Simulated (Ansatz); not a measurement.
An Ansatz (an electronic-structure program) input (PBE (Ansatz, PAW, spin-orbit coupling left out)):

Ansatz 0.2 input:
```yaml
crystal:
  lattice:
    - [5.1923808137, 0, 0]
    - [-2.5961904069, 4.4967336908, 0]
    - [0, 0, 8.0575099879]
  atoms:
    - { symbol: P, position: [0.3333333333, 0.6666666667, 0.2287250248] }
    - { symbol: P, position: [0.6666666667, 0.3333333333, 0.7712749752] }
    - { symbol: Ba, position: [0, 0, 0] }
    - { symbol: Ba, position: [0.3333333333, 0.6666666667, 0.6569555167] }
    - { symbol: Ba, position: [0.6666666667, 0.3333333333, 0.3430444833] }
basis: { ecutwfc: 420, ecutrho_ratio: 4, xc_grid: 2, fft_grid_basis: typed }
kpoints: { mp_grid: { grid: [7, 7, 4] } }
hamiltonian:
  xc: pbe
  dispersion: none
  pseudopotentials: { kind: paw }
scf: { occupations: { method: fermi_dirac, width: 0.05 }, convergence: { dr2_threshold: 0.0000000005 } }
output: { forces: true, stress: true }
checkpoint: { write: state.ck, write_every: 1000 }
```

Problem. Which symmetry and how many k-points will the program report, and about how many plane waves at Γ?

Solution. Space group P-3m1 (ITA 164) with 12 operations, k-points 28 of 196, and 3633 plane waves at Γ.

Whether these cells are dynamically stable was not tested. The cell is Ba3P2 (space group P-3m1, No. 164; a hypothetical phase, not in the database extracts checked).
